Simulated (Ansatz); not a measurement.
For NbSi₂ (P6₂22, No. 180), PBEsol (Ansatz, a quantum-chemistry and plane-wave program, PAW) gives:

```
Item                             Result
------------------------------  -------
equilibrium lattice constant a  4.769 Å
lattice parameter c             6.574 Å
```

**Question.** What does r²SCAN-D4 (Ansatz, plane waves, PAW) give for the same quantities?

**Answer.** 
- lattice constant a: 4.781 Å (rises by 0.3 %)
- lattice parameter c: 6.566 Å (drops by 0.1 %)

Changes are worked out from the printed values.

Unless a cell is named, each level is at its own relaxed cell (PBEsol 14.39, r²SCAN-D4 14.44 Å³/atom).

Ansatz's density-functional and Hartree–Fock values are scalar-relativistic unless marked +SOC, with PAW data made under PBE.
